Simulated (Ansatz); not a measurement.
An Ansatz (an electronic-structure program) input (Ansatz PBEsol, no spin-orbit coupling):

Ansatz 0.2 input:
```yaml
crystal:
  lattice:
    - [-0.0152500097, 2.2761208447, 2.2761208447]
    - [2.260870835, 0, 2.260870835]
    - [2.2761208447, 2.2761208447, -0.0152500097]
  atoms:
    - { symbol: N, position: [0, 0, 0] }
    - { symbol: Zr, position: [0.5, 0.5, 0.5] }
basis: { ecutwfc: 420, ecutrho_ratio: 4, xc_grid: 2, fft_grid_basis: typed }
kpoints: { mp_grid: { grid: [18, 18, 18] } }
hamiltonian:
  xc: pbesol
  dispersion: none
  pseudopotentials: { kind: paw }
scf: { occupations: { method: fermi_dirac, width: 0.05 }, convergence: { dr2_threshold: 0.0000000002 } }
relax: { f_tol: 0.005, max_steps: 50 }
output: { forces: true, stress: true }
checkpoint: { write: state.ck, write_every: 1000 }
```

**Question.** Which symmetry and how many k-points will the program report, and about how many plane waves at Γ?

**Answer.** Space group Immm (ITA 71) with 8 operations, k-points 865 of 5832, and 459 plane waves at Γ.

The cells carry an imposed strain or load. Stability against distortions was not tested. The final runs are not spin-polarised. The cell was made from ZrN in the rock salt structure (space group Fm-3m, No. 225) by this change: tensor shear ε_xz = −0.67 %.
